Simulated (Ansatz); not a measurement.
Relaxation of the outer planes of the (110) surface of bcc Mo in its 1x1 cell, outermost plane spacing 2.24 Å in the ideal cut.

Calculation: PBE (plane waves to 420 eV, PAW; Ansatz, a program for electronic structure).

Slab: 4 atoms, 6.7 Å thick at the start (thin: gaps and levels are the slab's own); k 14x14x1, smearing 0.1 eV, dipole-corrected; all atoms relaxed; symmetry of the start imposed; no spin, no spin-orbit, no U.

| plane | atoms | bulk spacing to the next (Å) | relaxed spacing (Å) | change (%) | rumpling (Å) |
|---|---|---|---|---|---|
| 1 | Mo | 2.235 | (withheld) | (withheld) | 0.00 |

Fill in the missing entries.


- 1, relaxed spacing (Å): 2.140
- 1, change (%): -4.3
